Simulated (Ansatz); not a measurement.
LaPt3Si (P4mm), PBEsol, DFPT electron-phonon coupling, linearised Boltzmann equation run with Ansatz (an electronic-structure program): phonon-limited resistivity 38.6 μΩ·cm at 300 K along x (a = (4.09, 0.00, 0.00) Å; b = (0.00, 4.09, 0.00) Å; c = (0.00, 0.00, 5.46) Å), 51.4 μΩ·cm at 400 K, Drude plasma energy 3.91 eV.

**Question.** What Drude relaxation time do resistivity and plasma energy imply?

**Answer.** ω_p = 5.94e15 s⁻¹, so τ = 1/(ε₀ ω_p² ρ) = 8.29 fs, a damping ħ/τ of 79.4 meV.

**Question.** What temperature coefficient of resistance follows, and how does it compare with 1/T?

**Answer.** (ρ₄₀₀ − ρ₃₀₀)/(100 K × ρ₃₀₀) = 3.32×10⁻³ K⁻¹, against 1/T = 3.33×10⁻³ K⁻¹ for a resistivity proportional to T. Impurities would add a constant and lower it.

**Question.** What is the classical skin depth at 100 GHz (nonmagnetic, μ₀ = 1.257×10⁻⁶ H/m)?

**Answer.** δ = √(ρ/(π f μ₀)) = 989 nm.

A metal at this level (no band gap). Only scattering by harmonic phonons is included (no impurities, grain boundaries, electron-electron scattering or thermal expansion). Spin-orbit coupling is left out, which matters with elements this heavy. Halving the electron mesh (20x20x16) moves the resistivity by up to 11 % at 300 K. Smearing 0.20 eV; phonons on a 4x4x3 q mesh, which this run doesn't test.

Computed structure with no diffraction record at hand here (it may be known, metastable or hypothetical): LaPt3Si (P4mm).
